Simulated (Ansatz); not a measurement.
Base system: CdS in the zinc blende structure (space group F-43m, No. 216; a = 5.8791 Å).

All numbers come from r2SCAN, PAW, 500 eV (Ansatz, an electronic-structure program; no SOC), earlier PAW set.

One change was made to it. Results:

```csv
quantity,base,after
band gap,1.54 eV,zero
shortest interatomic distance,2.546 Å,2.448 Å
```

### Question
Which of these changes matches the shifts?
A. Cd → Ag
B. S → Cl
C. S → Mo

### Answer
A, Cd → Ag. For comparison, the shortest interatomic distance in the other runs: S → Mo gives 2.595 Å; S → Cl gives 2.798 Å.

Whether these cells are dynamically stable was not tested. As relaxed here, AgS, CdMo and CdCl are hypothetical phases, not in the database extracts checked. The final runs are not spin-polarised. An odd electron count without spin: AgS and CdCl. CdMo has a high density of states at the Fermi level and may be magnetic at this level.
